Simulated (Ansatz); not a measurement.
Input and output of a self-consistent single point for CsCdCl3 (P4mm, 5 atoms in the cell) (Ansatz, a program for electronic structure).

Method of the run: LDA (PW92), default PAW files made with PBE (plane waves; Ansatz).

```xyz
5
Lattice="5.2802 0.0000 0.0000 0.0000 5.2802 0.0000 0.0000 0.0000 5.2802" Properties=species:S:1:pos:R:3 pbc="T T T"
Cs     0.0000     0.0000     0.0500
Cd     2.6401     2.6401     2.6401
Cl     0.0000     2.6401     2.6401
Cl     2.6401     0.0000     2.6401
Cl     2.6401     2.6401     0.0000
```

Reference input (self-consistent single point, DFT, LDA (PW92), plane waves, default PAW files made with PBE): basis.ecutwfc = 420 eV; kpoints.mp_grid.grid = 5 5 5; hamiltonian.xc = lda; hamiltonian.pseudopotentials = {kind: paw} (the program's default PAW files); scf.occupations.method = fixed. This run's input differs from it in these lines:

Ansatz 0.2 input:
```diff
@@ -16,3 +16,3 @@
   mp_grid:
-    grid: [5, 5, 5]
+    grid: [7, 7, 7]
 hamiltonian:
```

Output (repeated stretches shortened):

```
SCF iter   1: F=—  HF=-16762.344221 eV  |F-HF|=—  |Δ(HF+E_count)|=         —  Δρ=7.23e-3  dr2=7.57e-2  ethr=1.77e-3  ⟨swp⟩=5.0  Hψ=4421  notcnv=0  defer=88
all-band conjugate gradients solve this SCF's bands
preconditioner: auto → Resta (q_TF=auto, 2.279 Å⁻¹)
SCF iter   2: F=—  HF=-16762.322419 eV  |F-HF|=—  |Δ(HF+E_count)|=   2.18e-2  Δρ=3.23e-3  dr2=1.35e-2  ethr=1.51e-4  ⟨swp⟩=2.6  Hψ=2475  notcnv=0  defer=114
   [... lines left out ...]
SCF iter   4: F=—  HF=-16762.318542 eV  |F-HF|=—  |Δ(HF+E_count)|=   6.12e-5  Δρ=2.01e-4  dr2=6.15e-5  ethr=1.35e-6  ⟨swp⟩=2.3  Hψ=1697  notcnv=0  defer=119
SCF iter   5: F=—  HF=-16762.318539 eV  |F-HF|=—  |Δ(HF+E_count)|=   2.84e-6  Δρ=5.63e-5  dr2=5.31e-6  ethr=1.23e-7  ⟨swp⟩=2.2  Hψ=2031  notcnv=0  defer=58
SCF iter   6: F=—  HF=-16762.318542 eV  |F-HF|=—  |Δ(HF+E_count)|=   2.60e-6  Δρ=8.63e-6  dr2=2.60e-7  ethr=1.06e-8  ⟨swp⟩=2.3  Hψ=1716  notcnv=0  defer=64
SCF iter   7: F=-16762.318542 eV  HF=-16762.318542 eV  |F-HF|=1.76e-9  |Δ(HF+E_count)|=   2.37e-8  Δρ=1.91e-6  dr2=9.89e-9  ethr=2.00e-10  ⟨swp⟩=11.8  Hψ=6424  notcnv=0
SCF 1 converged in 7 iterations: F = -16762.318542 eV  dr2 = 9.89e-9
Free energy (F): -16762.318542 eV
Internal energy: -16762.318542 eV  (E = F + TS)
E sigma→0 (E₀):  -16762.318542 eV
Fermi energy:    3.029402 eV
--- Forces (eV/Å), atoms counted from 1 ---
  atom   1  Cs    -0.00000000     0.00000000    -0.02543628
  atom   2  Cd     0.00000000     0.00000000     0.00965727
  atom   3  Cl     0.00000000     0.00000000     0.00505571
  atom   4  Cl     0.00000000     0.00000000     0.00505571
  atom   5  Cl    -0.00000000     0.00000000     0.00566443
--- Stress (GPa, compression-positive) ---
       -3.233774       0.000000      -0.000000
        0.000000      -3.233774       0.000000
       -0.000000       0.000000      -3.232258
  P = ⅓ Tr σ = -3.2333 GPa (-32.333 kbar)
  The stress holds the Pulay correction. Without it, at fixed plane waves, as pw.x and ABINIT print it: P = -3.2397 GPa
```

The run converged in 7 iterations. Against the reference run the free energy stays essentially unchanged (within 1 meV/atom), the pressure stays at -3.23 GPa, the largest force stays at 0.025 eV/Å and the gap on the mesh goes from 1.568 to 1.522 eV.

The starting cell comes from a database of computed structures (which also holds hypothetical and non-ambient phases and stackings), without a prior relaxation at this level. Its lattice was rescaled by up to half a per cent. One atom was moved a little off its site on purpose. With a pressure of about -3 GPa the cell is away from its equilibrium volume at this level. Ansatz's pressure includes its estimate of the finite-basis (Pulay) stress. Another mesh or the band path of this cell gives a smaller gap, so this value is not converged in the mesh.
